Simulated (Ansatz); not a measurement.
Base system: BN in the wurtzite structure (space group P6_3mc, No. 186; a = 2.541 Å, c = 4.203 Å). Axes: x lies along a and z along c of the hexagonal cell.

Method: PBEsol/PAW in Ansatz (a first-principles code), scalar-relativistic without spin-orbit coupling.

Strains are applied to the cell and any free atomic positions relax.

One change was made to it. Results:

The electron mass goes from 0.30 mₑ along c, 0.50 mₑ across (at K) to 0.29 mₑ along z, 0.50 mₑ across (at K); the width of the top valence band decreases by 0.07 eV, from 5.49 eV to 5.42 eV; the band gap grows by 0.13 eV (4.96 eV → 5.09 eV); the smallest direct gap decreases by 0.04 eV to 8.17 eV.

**Question.** Which change produced these results?
A. uniaxial strain ε_zz = −1.20 %
B. uniaxial strain ε_zz = −0.60 %
C. uniaxial strain ε_zz = −3.00 %
D. uniaxial strain ε_zz = −1.80 %

**Answer.** C, uniaxial strain ε_zz = −3.00 %. For comparison, the band gap in the other runs: uniaxial strain ε_zz = −0.60 % gives 4.98 eV; uniaxial strain ε_zz = −1.20 % gives 5.00 eV; uniaxial strain ε_zz = −1.80 % gives 5.03 eV.

Masses are band curvatures over ±0.01 Å⁻¹ around the edge. Whether these cells are dynamically stable was not tested.
